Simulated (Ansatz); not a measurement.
**Effect of S → Pd on CdS**

Consider CdS in the wurtzite structure (space group P6_3mc, No. 186; a = 4.123 Å, c = 6.711 Å).

The change: Pd takes the place of S on all its sites; the structure is relaxed again.

Computed with PBEsol/PAW in Ansatz (an electronic-structure program), no spin-orbit coupling. Settings: 12×12×9 k-points, 0.05 eV Fermi–Dirac smearing, for the changed cell.

| quantity | base | changed | shift |
|---|---|---|---|
| volume per atom | 24.71 Å³ | 23.69 Å³ | -1.012 Å³ |
| space group | P6_3mc (No. 186) | P6_3/mmc (No. 194) | – |
| shortest interatomic distance | 2.521 Å | 2.630 Å | +0.109 Å |
| band gap | 1.09 eV | zero | – |

Final structure:

```xyz
4
Lattice="4.5549 0.0000 0.0000 -2.2774 3.9446 0.0000 0.0000 0.0000 5.2747" Properties=species:S:1:pos:R:3 pbc="T T T"
Cd     2.2774     1.3149     1.3187
Cd     0.0000     2.6298     3.9560
Pd     2.2774     1.3149     3.9560
Pd     0.0000     2.6298     1.3187
```

No phonon test of stability was made. As relaxed here, CdPd is a hypothetical phase, not in the database extracts checked. The final runs are not spin-polarised.
